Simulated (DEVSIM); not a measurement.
Device: Si p-i-n diode, at 300 K.

```
layer (left to right)  material  thickness (μm)  Nd (cm⁻³)  Na (cm⁻³)  τn (s)  τp (s)
---------------------  --------  --------------  ---------  ---------  ------  ------
1                            Si            1.60          -     1.5e18  4.7e-7  4.7e-6
2                            Si            2.50     2.6e12          -  4.7e-6  4.7e-6
3                            Si           0.880     6.2e18          -  4.7e-6  4.7e-6
```

Left contact: ohmic. Right contact: ohmic. Voltage is applied to the left contact. Recombination: SRH at mid-gap, radiative, Auger. Mobility is constant in doping.

This is a model device: material constants are rounded textbook-type values typed into the input, and sizes, dopings and lifetimes were drawn at random. Values at 300 K.

| parameter | Si |
|---|---|
| gap (eV) | 1.124 |
| affinity (eV) | 4.05 |
| permittivity | 11.7 |
| Nc (cm⁻³) | 2.86e19 |
| Nv (cm⁻³) | 3.1e19 |
| μn (cm²/Vs) | 1417 |
| μp (cm²/Vs) | 470 |
| B (cm³/s) | 4.7e-15 |
| Cn (cm⁶/s) | 2.8e-31 |
| Cp (cm⁶/s) | 9.9e-32 |

Model (solved in DEVSIM): 1D drift-diffusion, Boltzmann statistics, complete ionisation; no tunnelling, impact ionisation, image-force lowering or self-heating.

Task: Tabulate band edges, carrier densities and field at -20.0 V on the left contact.

Result: Energies count from the Fermi level of the right contact; mesh points crowd at the junctions.

```tsv
x (μm)	Ec (eV)	Ev (eV)	n (cm⁻³)	p (cm⁻³)	field (V/cm)
0.000	21.046	19.922	< 1e2	1.5e18	≈ 0
0.03678	21.046	19.922	< 1e2	1.5e18	≈ 0
0.1282	21.046	19.922	< 1e2	1.5e18	≈ 0
0.3552	21.046	19.922	< 1e2	1.5e18	≈ 0
1.069	21.046	19.922	< 1e2	1.5e18	≈ 0
1.401	21.046	19.922	< 1e2	1.5e18	≈ 0
1.535	21.046	19.922	< 1e2	1.5e18	≈ 0
1.598	21.016	19.892	< 1e2	4.8e17	-75000
1.632	20.728	19.604	< 1e2	7.0e12	-84000
1.718	20.011	18.887	< 1e2	6800	-84000
1.933	18.209	17.085	280	6200	-84000
2.764	11.258	10.134	1100	3800	-84000
3.575	4.477	3.353	1900	1400	-84000
3.905	1.710	0.586	2200	420	-84000
4.061	0.408	-0.716	3.9e12	< 1e2	-84000
4.099	0.075	-1.049	1.6e18	< 1e2	-140000
4.134	0.040	-1.085	6.2e18	< 1e2	≈ 0
4.219	0.040	-1.085	6.2e18	< 1e2	≈ 0
4.533	0.040	-1.085	6.2e18	< 1e2	≈ 0
4.806	0.040	-1.085	6.2e18	< 1e2	≈ 0
4.923	0.040	-1.085	6.2e18	< 1e2	≈ 0
4.980	0.040	-1.085	6.2e18	< 1e2	≈ 0
```
